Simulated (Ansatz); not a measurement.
CdSiN2 (model structure, started from the AgBiO2 type, R-3m, No. 166, 4 atoms in the cell) was calculated with r²SCAN+rVV10 (Ansatz, an electronic-structure program, PAW).

Settings: plane-wave cutoff 560 eV, 18×18×18 k mesh, Fermi–Dirac smearing 0.05 eV, scalar-relativistic PAW data made under PBE.

Cell (relaxed at this level):

```
CdN2Si
1.0
    1.44948     0.83686     5.96931
   -1.44948     0.83686     5.96931
    0.00000    -1.67372     5.96931
Cd Si N
1 1 2
Direct
  0.50000   0.50000   0.50000
  0.00000   0.00000   0.00000
  0.61454   0.61454   0.61454
  0.38546   0.38546   0.38546
```

Problem. Predict the band gap and Γ–Γ gap.

Solution. 
band gap: 0.26 eV (on the SCF k mesh)
Γ–Γ gap: 1.61 eV

Note: the relaxation could raise the start's symmetry but not lower it, so the cell can be a saddle point.

Spin–orbit coupling is not included.

Computed values are for the static lattice.

It cost very roughly 19 core-minutes of CPU time.

A model structure was made by putting elements into a prototype or built by hand; it is no filed structure, need not be a known phase, and can be a saddle point held by its symmetry.
